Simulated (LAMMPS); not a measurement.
Molecular dynamics of a melt made from Ni (fcc) with 50 % of Ni sites Pt, 4000 atoms, at 1790 K and 0 GPa, brought to that temperature within a few picoseconds.

Method: classical MD, pair style eam, the elements' _u3.eam files (universal-3 set of Foiles, Baskes and Daw), run in LAMMPS.

```csv
frequency (THz),"vibrational (phonon) density of states (1/THz), total","vibrational (phonon) density of states (1/THz), Ni","vibrational (phonon) density of states (1/THz), Pt"
0.07200,0.1128,0.0281,0.0847
0.3610,0.1182,0.0285,0.0898
0.6500,0.1296,0.0306,0.0990
0.9390,0.1452,0.0333,0.1119
1.228,0.1605,0.0358,0.1247
1.516,0.1727,0.0385,0.1342
1.805,0.1814,0.0417,0.1397
2.095,0.1830,0.0443,0.1386
2.383,0.1776,0.0461,0.1315
2.672,0.1707,0.0489,0.1218
2.961,0.1595,0.0511,0.1084
3.250,0.1440,0.0530,0.0910
3.539,0.1302,0.0574,0.0728
3.828,0.1184,0.0630,0.0554
4.117,0.1101,0.0684,0.0417
4.405,0.1047,0.0718,0.0330
4.694,0.0987,0.0724,0.0262
4.983,0.0951,0.0733,0.0218
5.272,0.0946,0.0759,0.0187
5.561,0.0921,0.0765,0.0156
5.850,0.0864,0.0731,0.0133
6.139,0.0812,0.0697,0.0114
6.428,0.0760,0.0663,0.0097
6.716,0.0703,0.0621,0.0082
7.005,0.0646,0.0578,0.0068
7.295,0.0584,0.0528,0.0057
7.583,0.0513,0.0466,0.0047
7.872,0.0459,0.0420,0.0039
8.161,0.0405,0.0373,0.0032
8.450,0.0334,0.0307,0.0026
8.739,0.0278,0.0257,0.0021
9.028,0.0238,0.0221,0.0018
9.316,0.0205,0.0190,0.0015
9.605,0.0175,0.0162,0.0013
9.895,0.0144,0.0133,0.0011
10.18,0.0116,0.0107,0.0009
10.47,0.0096,0.0089,0.0008
10.76,0.0081,0.0074,0.0006
11.05,0.0068,0.0062,0.0005
11.34,0.0058,0.0054,0.0005
11.63,0.0049,0.0045,0.0004
11.92,0.0042,0.0038,0.0003
12.21,0.0035,0.0032,0.0003
12.49,0.0030,0.0027,0.0003
12.78,0.0026,0.0023,0.0002
13.07,0.0022,0.0020,0.0002
13.36,0.0019,0.0018,0.0002
13.65,0.0017,0.0015,0.0001
13.94,0.0015,0.0014,0.0001
14.23,0.0013,0.0012,0.0001
```

Main features:
- state found: liquid
- mean frequency of the vibrational (phonon) density of states: 3.8 THz

Caution: a run this short can hold a crystal over, or a liquid under, the potential's own melting point, which these runs don't give.
